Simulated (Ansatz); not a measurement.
Functionals compared on NH3 on the 1x1 (110) surface of bcc W, one in a 2x2 cell, started at the site 'bridge W-W (span 2.8 Å)', in Ansatz (plane waves, PAW). The structure was relaxed with PBE; the other rows are single points on it, each with its references at the same level. Cutoff 420 eV (500 eV for r2SCAN).

Set-up: 20 atoms, 6.6 Å thick at the start under the adsorbate (thin: gaps and levels are the slab's own); mesh 6x6x1; 0.1 eV smearing; dipole correction on; 8 atoms held, the rest relaxed; no symmetry held; no spin, no spin-orbit, no U, no dispersion correction. At the end it is bonded to W. In PBE it is, or lies within 0.03 eV of, the lowest of the starts that converged. These notes are the PBE run's. Adsorption energies are against NH3(g). A negative adsorption energy means that the adsorbate is more stable on the surface than in its reference.

| functional | adsorption energy (eV) | work function of the top face (eV) | change of the work function (eV) | rough cost of the single point |
|---|---|---|---|---|
| PBE | -0.86 | 2.61 | -2.21 | – |
| RPBE | -0.60 | 2.51 | -2.17 | around 5 core-minutes (rough) |
| r2SCAN | -0.98 | 2.54 | -2.35 | roughly 7 core-minutes |

Ansatz is a quantum-chemistry and plane-wave program.
